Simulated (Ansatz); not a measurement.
Thermal properties of MgO in the rock salt structure at 300 K from the quasi-harmonic free energy in Ansatz (plane waves, PAW), for several functionals and conditions. The first row is the reference, at zero pressure. 

```tsv
run	q mesh / k mesh	V (Å³/atom)	α_L (10⁻⁶/K)	bulk modulus B_T (GPa)	γ	C_P (J/mol/K)
PBEsol	7×7×7 / 14×14×14	9.52	11.9	147	1.60	38.5
PBEsol, coarser phonon mesh (4×4×4)	4×4×4 / 12×12×12	9.52	11.9	147	1.60	38.5
LDA	7×7×7 / 14×14×14	9.15	[?]	[?]	1.58	37.7
PBE	7×7×7 / 14×14×14	9.80	13.0	139	1.66	39.3
PBEsol, pressure 30 GPa	7×7×7 / 14×14×14	8.20	5.5	265	1.32	33.3
```

Task: Fill in the missing entries.

Result: 
- LDA, α_L (10⁻⁶/K): 10.9
- LDA, bulk modulus B_T (GPa): 162

No phase change or melting is allowed for: the numbers belong to this structure as given.

Ansatz is a quantum-chemistry and plane-wave program.
